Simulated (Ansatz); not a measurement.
Ansatz (an electronic-structure program) run on SrGe₂Ru₂ (I4mm, 5 atoms in the cell): self-consistent single point.

Level of theory: LDA (PW92), default PAW files made with PBE (plane waves; Ansatz).

```
CELL_PARAMETERS angstrom
     -2.15004     2.15004     5.14129
      2.15004    -2.15004     5.14129
      2.15004     2.15004    -5.14129
ATOMIC_POSITIONS crystal
  Sr 0.00486 0.00486 0.00000
  Ge 0.64218 0.64218 0.00000
  Ge 0.35782 0.35782 0.00000
  Ru 0.75000 0.25000 0.50000
  Ru 0.25000 0.75000 0.50000
```

Reference input (self-consistent single point, DFT, LDA (PW92), plane waves, default PAW files made with PBE): basis.ecutwfc = 420 eV; kpoints.mp_grid.grid = 5 5 5; hamiltonian.xc = lda; hamiltonian.pseudopotentials = {kind: paw} (the program's default PAW files); scf.occupations.method = fermi_dirac; scf.occupations.width = 0.1 eV. This run's input differs from it in these lines:

Ansatz 0.2 input:
```diff
@@ -13,2 +13,3 @@
   ecutwfc: 420.0
+  ecutrho_ratio: 2
 kpoints:
```

The program printed (abridged):

```
SCF iter   1: F=—  HF=-23394.957527 eV  |F-HF|=—  |Δ(HF+E_count)|=         —  Δρ=6.59e-3  dr2=3.36e-2  ethr=1.77e-3  ⟨swp⟩=6.9  Hψ=3060  notcnv=0
all-band conjugate gradients solve this SCF's bands
preconditioner: auto → Kerker (q_TF=auto, 2.593 Å⁻¹)
SCF iter   2: F=—  HF=-23394.955732 eV  |F-HF|=—  |Δ(HF+E_count)|=   1.79e-3  Δρ=4.04e-3  dr2=1.73e-2  ethr=4.79e-5  ⟨swp⟩=2.4  Hψ=1239  notcnv=0
   [... lines left out ...]
SCF iter   5: F=—  HF=-23394.952515 eV  |F-HF|=—  |Δ(HF+E_count)|=   5.20e-5  Δρ=2.16e-4  dr2=5.75e-5  ethr=6.66e-7  ⟨swp⟩=2.0  Hψ=1218  notcnv=0
SCF iter   6: F=—  HF=-23394.952489 eV  |F-HF|=—  |Δ(HF+E_count)|=   2.66e-5  Δρ=5.78e-5  dr2=8.66e-6  ethr=8.21e-8  ⟨swp⟩=2.0  Hψ=1234  notcnv=0
SCF iter   7: F=—  HF=-23394.952487 eV  |F-HF|=—  |Δ(HF+E_count)|=   1.98e-6  Δρ=1.44e-5  dr2=4.26e-7  ethr=1.24e-8  ⟨swp⟩=2.0  Hψ=920  notcnv=0
SCF iter   8: F=-23394.952487 eV  HF=-23394.952487 eV  |F-HF|=3.72e-8  |Δ(HF+E_count)|=   7.44e-8  Δρ=5.51e-6  dr2=4.59e-8  ethr=1.43e-10  ⟨swp⟩=6.7  Hψ=3299  notcnv=0
SCF 1 converged in 8 iterations: F = -23394.952487 eV  dr2 = 4.59e-8
Free energy (F): -23394.952487 eV
Internal energy: -23394.885799 eV  (E = F + TS)
E sigma→0 (E₀):  -23394.919143 eV
Entropy (-TS):   -0.066688 eV (-13.338 meV/atom)
Fermi energy:    13.373443 eV
--- Forces (eV/Å), atoms counted from 1 ---
  atom   1  Sr     0.00000000    -0.00000000    -0.18068711
  atom   2  Ge     0.00000000     0.00000000     0.02545015
  atom   3  Ge    -0.00000000     0.00000000     0.05047713
  atom   4  Ru     0.00000000    -0.00000000     0.05237858
  atom   5  Ru    -0.00000000    -0.00000000     0.05237858
--- Stress (GPa, compression-positive) ---
       -3.512447       0.000000      -0.000000
        0.000000      -3.512447       0.000000
       -0.000000       0.000000      -2.583527
  P = ⅓ Tr σ = -3.2028 GPa (-32.028 kbar)
  The stress holds the Pulay correction, which leaves out the density cutoff's part. Without it, at fixed plane waves, as pw.x and ABINIT print it …
settings of this run that can trade accuracy for cost: basis.ecutrho_ratio < 4. Do not mix this run's numbers with those of runs without the same settings …
```

The run converged in 8 iterations. Against the reference run the free energy goes down by 11.6 meV/atom, the pressure goes from -3.76 to -3.20 GPa and the largest force stays at 0.181 eV/Å. The full log also holds: “WARN basis.ecutrho_ratio = 2 (ecutrho = 840 eV) is below the records' recommended cutoff”.

The starting cell comes from a database of computed structures (which also holds hypothetical and non-ambient phases and stackings), without a prior relaxation at this level. Its lattice was rescaled by up to half a per cent. One atom was moved a little off its site on purpose. Spin polarisation is off. Ansatz's pressure includes its estimate of the finite-basis (Pulay) stress. The cutoff lies below the one recommended for these files.
